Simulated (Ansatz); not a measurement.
Base system: MgS in the rock salt structure (space group Fm-3m, No. 225; a = 5.129 Å). Axes: x, y, z lie along the cube axes.

The values are results of LDA in Ansatz (plane waves to 420 eV, PAW, no spin-orbit coupling), not measurements.

Strains are applied to the cell and any free atomic positions relax.

One change was made to it. Results:

The smallest direct gap decreases by 0.32 eV, from 3.83 eV to 3.51 eV; the electron mass changes from 0.53 mₑ along k, 0.28 mₑ across (at X) to 0.52 mₑ along k, 0.29 mₑ across (at X); the valence-band top at Γ (three highest levels, from the VBM) becomes 0.00, -0.12, -0.12 eV (base: 0.00, 0.00, 0.00 eV).

### Question
Which change produced these results?
A) uniaxial strain ε_zz = +3.00 %
B) uniaxial strain ε_zz = −2.50 %
C) uniaxial strain ε_zz = +1.00 %

### Answer
A, uniaxial strain ε_zz = +3.00 %. For comparison, the valence-band top at Γ in the other runs: uniaxial strain ε_zz = −2.50 % gives 0.00, 0.00, -0.12 eV; uniaxial strain ε_zz = +1.00 % gives 0.00, -0.04, -0.04 eV.

Masses are band curvatures over ±0.01 Å⁻¹ around the edge. Along k means along the line from Γ to the band edge. Stability against distortions was not tested.

Ansatz is a program for electronic structure.
